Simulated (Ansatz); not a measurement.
Consider BN in the h-BN type structure (space group P6_3/mmc, No. 194; layered, stacked along the Cartesian z axis).

```xyz
4
Lattice="2.5058 0.0000 0.0000 -1.2529 2.1701 0.0000 0.0000 0.0000 6.6162" Properties=species:S:1:pos:R:3 pbc="T T T"
B      0.0000     1.4467     1.6541
B      1.2529     0.7234     4.9622
N      0.0000     1.4467     4.9622
N      1.2529     0.7234     1.6541
```

All numbers come from DFT with PBE-D3(BJ), PAW potentials and a 420 eV plane-wave cutoff in Ansatz (a program for electronic structure), spin-orbit coupling left out, earlier PAW set.

One change was made to it. Results:

The density rises by 0.26 g/cm³ to 2.55 g/cm³; the band gap drops by 0.16 eV to 4.08 eV; the smallest direct gap falls by 0.245 eV to 4.39 eV.

Problem. What was done to the base?
A. pressure 1.5 GPa
B. pressure 5 GPa
C. pressure 10 GPa

Solution. B, pressure 5 GPa. For comparison, the band gap in the other runs: pressure 10 GPa gives 4.02 eV; pressure 1.5 GPa gives 4.17 eV.

Load acts through the strain it causes; cell and atoms are relaxed under it. No phonon test of stability was made. Competing high-pressure phases were not computed.
